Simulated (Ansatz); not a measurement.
Levels about the gap of amorphous Ti₂₀O₄₃Al₂ (65 atoms in a cell of 792 Å³, 3.56 g/cm³; zone centre alone, so wide bands show as single levels with stretches between that a denser mesh fills), at the geometry that PBE relaxed, where it gives 3.3 GPa on a denser mesh. The participation number counts the atoms over which a state spreads; weights are charges in smoothed Voronoi cells. The levels come from a single point, so bond lengths are those of that geometry. Method of the levels: PBE, scalar-relativistic without spin-orbit coupling (Ansatz, a quantum-chemistry and plane-wave program). Sampling: the zone centre alone; Fermi-Dirac width 0.02 eV; no spin polarisation. At PBE the levels at the filled edge of the gap are localised (band-tail or defect states).

The cell was made by melting and quenching with the CHGNet potential and then relaxed with DFT. O atoms were pushed apart under 1.9 Å during the dynamics, to hinder bonds among them. The hot cell started wider than the set density and was brought back towards it in steps. It is the lowest in DFT energy of 2 quenches. It is a model cell: composition and starting density were chosen by hand, and all elements were melted together. No dispersion term was used. Its density started from a set value of 3.56 and ended at 3.56 g/cm³. Cooling (nominally 360 K/ps over its main leg) ran many orders faster than in experiment, which tends to leave more defects and strain. A cell of this size samples the disorder only roughly. The volume was held where the preparation left it, at a PBE pressure of 3.3 GPa. Stress components on the final sampling reach 4.7 GPa.

| E - E(highest filled), eV | filling | participation number | largest on | weight O | weight Ti | weight Al |
|---|---|---|---|---|---|---|
| -0.58 | filled | 32.8 | O, 2 neighbours | 0.93 | 0.07 | 0.00 |
| -0.53 | filled | 29.9 | O, 2 neighbours | 0.92 | 0.08 | 0.00 |
| -0.49 | filled | 26.8 | O, 3 neighbours | 0.93 | 0.06 | 0.00 |
| -0.45 | filled | 27.7 | O, 2 neighbours | 0.92 | 0.08 | 0.00 |
| -0.36 | filled | 17.9 | O, 3 neighbours | 0.92 | 0.07 | 0.00 |
| -0.23 | filled | 15.8 | O, 3 neighbours | 0.92 | 0.07 | 0.00 |
| 0.00 | filled | 6.2 | O, 2 neighbours | 0.92 | 0.08 | 0.00 |
| 2.58 | empty | 15.1 | Ti, 5 neighbours | 0.19 | 0.81 | 0.00 |
| 2.66 | empty | 16.8 | Ti, 5 neighbours | 0.20 | 0.80 | 0.00 |
| 2.73 | empty | 17.0 | Ti, 6 neighbours | 0.21 | 0.79 | 0.00 |
| 2.77 | empty | 14.8 | Ti, 5 neighbours | 0.18 | 0.82 | 0.00 |
| 2.78 | empty | 10.6 | Ti, 5 neighbours | 0.17 | 0.82 | 0.00 |
| 2.83 | empty | 16.4 | Ti, 5 neighbours | 0.21 | 0.79 | 0.00 |
| 2.88 | empty | 12.6 | Ti, 6 neighbours | 0.18 | 0.81 | 0.00 |

Most localised among these is the filled level at +0.00 eV, on a O atom, which has 2 neighbours (Ti 1.81 Å, Ti 1.84 Å).
